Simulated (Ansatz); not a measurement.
PdSn (model structure, started from the CoSn type, P6/mmm, No. 191, 6 atoms in the cell): properties by level of theory

```csv
level (code),lattice parameter a (Å),c axis length (Å),cohesive energy (eV/atom)
LDA (Ansatz),5.570,4.376,4.96
PBE (Ansatz),5.719,4.481,3.85
PBEsol (Ansatz),5.618,4.419,4.45
r²SCAN (Ansatz),5.662,4.438,4.06
```

Ansatz's density-functional and Hartree–Fock values are scalar-relativistic unless marked +SOC, with PAW data made under PBE.

The crystal itself was run without spin with LDA, PBE, PBEsol, r²SCAN; a magnetic state was not tried in these runs.

Free atoms are spin-polarised, in the lowest state found; at levels without +SOC their spin–orbit coupling is left out.

The computed numbers hold no vibrational or temperature effects.

A model structure was made by putting elements into a prototype or built by hand; it is no filed structure, need not be a known phase, and can be a saddle point held by its symmetry.

Ansatz is a program for electronic structure.
